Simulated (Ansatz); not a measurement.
Start from C (space group Im-3m, No. 229; a = 4.362 Å; a hypothetical phase, not in the database extracts checked). Axes: x, y, z lie along the cube axes.

Computed with Kohn–Sham DFT with the PBEsol functional, run in Ansatz (an electronic-structure program) with PAW and 420 eV plane waves, no spin-orbit coupling.

Before the change:

| Item | Result |
|---|---|
| Pressure | 0.00 GPa |
| Band gap | 2.45 eV |

One thing is altered: uniaxial strain ε_xx = −4.36 %, all other strain components held at zero, atoms relaxed at fixed cell.

Q: How does this affect the pressure?

A: The pressure (mean of the normal stresses, compression positive) goes from zero to 16.48 GPa.

Q: What happens to the band gap?

A: The band gap shrinks by 0.87 eV to 1.58 eV.

Whether these cells are dynamically stable was not tested.
